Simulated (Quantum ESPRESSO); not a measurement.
Short convergence ladders for CoGa (Pm-3m, 2 atoms in the cell)

```yaml
crystal:
  lattice:
    - [2.88864, 0.00000, 0.00000]
    - [0.00000, 2.88864, 0.00000]
    - [0.00000, 0.00000, 2.88864]
  atoms:
    - { symbol: Ga, position: [0.50000, 0.50000, 0.50000] }
    - { symbol: Co, position: [0.00000, 0.00000, 0.00000] }
```

Base method: PBE, GBRV 1.5 ultrasoft (PBE) pseudopotentials (plane waves; Quantum ESPRESSO 7.5).

Base settings: ecutwfc = 50 Ry; ecutrho = 400 Ry; occupations = smearing; smearing = gauss; degauss = 0.0073499 Ry; potentials = {Ga: ga_pbe_v1.4.uspp.F.UPF, Co: co_pbe_v1.2.uspp.F.UPF}; K_POINTS = automatic 9 9 9 0 0 0; conv_thr = 1e-10 Ry.

The count of work is k-points × plane waves × bands × iterations; it is no time. Core times come from one kind of shared machine, to one figure; runs under 30 s give none.

**Zone-centre phonons against the cutoff**

In this ladder: ph.x.tr2_ph = 1e-14; ph.x.fildyn = dyn.G; dynmat.x.fildyn = dyn.G; dynmat.x.asr = simple. Moved along: ecutrho.

The mesh stays at the base's, so the ladder's end is converged at best in this setting alone.

Frequencies are those of the unrelaxed cell, without the LO-TO term of polar crystals.

Only quantities that move along the ladder and can be compared are tabulated.

```csv
ecutwfc,highest zone-centre frequency (cm⁻¹)
25 Ry,246.5
30 Ry,225.2
35 Ry,225.5
42 Ry,225.5
50 Ry,225.2
75 Ry,226.0
```

Coarsest ecutwfc that holds the highest zone-centre frequency within 2 cm⁻¹ of the last step, with all finer ones: 30 Ry; the step before is off by 20 cm⁻¹.

**Zone-centre phonons against the mesh**

In this ladder: ph.x.tr2_ph = 1e-14; ph.x.fildyn = dyn.G; dynmat.x.fildyn = dyn.G; dynmat.x.asr = simple.

Frequencies are those of the unrelaxed cell, without the LO-TO term of polar crystals.

Only quantities that move along the ladder and can be compared are tabulated.

| K_POINTS | highest zone-centre frequency (cm⁻¹) |
|---|---|
| automatic 3 3 3 0 0 0 | 215.7 |
| automatic 4 4 4 0 0 0 | 226.1 |
| automatic 5 5 5 0 0 0 | 227.1 |
| automatic 7 7 7 0 0 0 | 225.7 |
| automatic 11 11 11 0 0 0 | 225.3 |
| automatic 13 13 13 0 0 0 | 225.5 |

Coarsest K_POINTS that holds the highest zone-centre frequency within 5 cm⁻¹ of the last step, with all finer ones: automatic 4 4 4 0 0 0; the step before is off by 9.8 cm⁻¹.

**The size of a vacancy's supercell**

On CoGa (Pm-3m, 4 atoms in the cell), and larger cells.

Steps: 2 x 1 x 1 supercell, one Ga atom taken out, nothing relaxed; 2 x 2 x 1 supercell, one Ga atom taken out, nothing relaxed; and so on, with the mesh thinned in proportion.

Only quantities that move along the ladder and can be compared are tabulated.

```csv
atoms,energy of the cell with the vacancy less the whole one (holds the removed atom on the program's zero: only its change counts) (eV),count of work / last,core time / last (rough)
4,5654.194,0.22,0.1
8,5653.731,0.66,0.5
16,5653.084,1.0,1
```

Smallest size that holds the energy of the cell with the vacancy less the whole one (holds the removed atom on the program's zero: only its change counts) within 0.1 eV: not settled: the last two steps still differ by 0.65 eV, over half the tolerance, so the ladder does not show it.

On the base run: the starting cell has typed, rounded lattice constants, without a prior relaxation at this level. Its lattice was rescaled by up to half a per cent. Spin polarisation is off.
